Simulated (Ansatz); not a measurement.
System: Sr₃SnO (Pm-3m, No. 221, 5 atoms in the cell; start mp-7961). Method: PBEsol in Ansatz (PAW).

Numerical settings: plane-wave cutoff 520 eV, 12×12×12 k mesh, Fermi–Dirac smearing 0.05 eV, scalar-relativistic PAW data made under PBE.

Cell (relaxed at this level):

```cif
data_OSnSr3
_chemical_formula_sum 'Sr3 Sn1 O1'
_space_group_name_H-M_alt 'Pm-3m'
_space_group_IT_number 221
_space_group_name_Hall '-P 4 2 3'
_cell_length_a 5.09202
_cell_length_b 5.09202
_cell_length_c 5.09202
_cell_angle_alpha 90.000
_cell_angle_beta 90.000
_cell_angle_gamma 90.000
loop_
_atom_site_label
_atom_site_type_symbol
_atom_site_symmetry_multiplicity
_atom_site_Wyckoff_symbol
_atom_site_fract_x
_atom_site_fract_y
_atom_site_fract_z
_atom_site_occupancy
Sr1 Sr 3 c 0.00000 0.50000 0.50000 1
Sn1 Sn 1 a 0.00000 0.00000 0.00000 1
O1 O 1 b 0.50000 0.50000 0.50000 1
```

Problem. Give the computed bulk modulus B0.

Solution. 
- bulk modulus B0: 48.9 GPa

The run finds no gap.

Note: the bulk modulus is −V dP/dV from two relaxed cells at ±2 % in volume; the relaxation could not lower the start's symmetry, so the cell can be a saddle point above a distorted one.

Spin–orbit coupling is not included; it can open a gap where bands touch, and shift volumes and moduli.

Computed values are for the static lattice.

It cost very roughly 100 core-seconds of CPU time.

A start named mp-… is a Materials Project structure, which need not be a measured phase.

Ansatz is a program for electronic structure.
